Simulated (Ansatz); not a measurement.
Consider the following.

```
TlBr
1.0
    3.82912     0.00000     0.00000
    0.00000     3.82912     0.00000
    0.00000     0.00000     3.82912
Tl Br
1 1
Direct
  0.00000   0.00000   0.00000
  0.50000   0.50000   0.50000
```

No spin polarisation.

The values are results of PBEsol, PAW, 420 eV (Ansatz, a first-principles code; no spin-orbit coupling), not measurements. Γ-centred 9×9×9 mesh, Fermi–Dirac width 0.05 eV.

Q: Estimate the band gap.

A: 1.38 eV.

Q: What is the computed hole mass?

A: 0.15 mₑ along k, 0.39 mₑ across (at X).

Q: What is the computed electron mass?

A: 0.11 mₑ along k, 0.19 mₑ across (at X).

Q: What is the computed gap character?

A: Direct at X.

With Tl present, leaving out spin-orbit coupling can change the band edges. Load acts through the strain it causes; cell and atoms are relaxed under it. Masses are band curvatures over ±0.01 Å⁻¹ around the edge. Along k means along the line from Γ to the band edge. Whether these cells are dynamically stable was not tested. The cell was made from TlBr in the CsCl type structure (space group Pm-3m, No. 221) by this change: pressure 2.1 GPa.
